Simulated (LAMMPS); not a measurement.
MD of Si (diamond structure) at zero pressure, 216 atoms, as a crystal; each row is its own run.

Method: MD with a machine-learned potential, pair style snap, file Si_Zuo_JPCA2020.quadratic.snap, run in LAMMPS.

| T (K) | enthalpy (eV/atom) |
|---|---|
| 300 | -5.3468 |
| 760 | -5.2210 |
| 1770 | -4.9251 |

Q: Fit a straight line, y = a + b x, to these rows (x is the first column, y the second) and predict the run at x = 1010.

A: Least squares gives a = -5.4359 and b = 0.0002879. At x = 1010 the fit predicts -5.1451 eV/atom. The run itself gave -5.1530 ± 0.0008 eV/atom, so the fit is 7.9 meV/atom high.

Caution (row 1770): this crystal lies over the measured melting point of 1687 K, so it is superheated or the potential melts high.

Caution (row 1770): a run this short can hold a crystal over, or a liquid under, the potential's own melting point, which these runs don't give.
